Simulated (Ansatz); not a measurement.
Take MgF2 in the rutile structure (space group P4_2/mnm, No. 136; a = 4.639 Å, c = 3.062 Å) as the base.

Levels (all Ansatz, a first-principles code, PAW): PBEsol (420 eV, scalar-relativistic without spin-orbit coupling); HSE06 (420 eV, without spin-orbit coupling).

Its gap is 6.89 eV with PBEsol and 9.38 eV with HSE06.

One thing is altered: cell and atoms relaxed at a pressure of 5 GPa.

With PBEsol the gap becomes 7.20 eV.

### Question
If the HSE06 correction stayed the same, what would the HSE06 gap be, and what does the HSE06 run give?

### Answer
A rigid correction of +2.49 eV gives 9.69 eV. The HSE06 run gives 9.71 eV, so the two effects roughly add.

Single points use the geometry relaxed with PBEsol. Load acts through the strain it causes; cell and atoms are relaxed under it. Whether these cells are dynamically stable was not tested. No other phases were tried under pressure. The base started in Pnnm and relaxed to P4_2/mnm at this level.
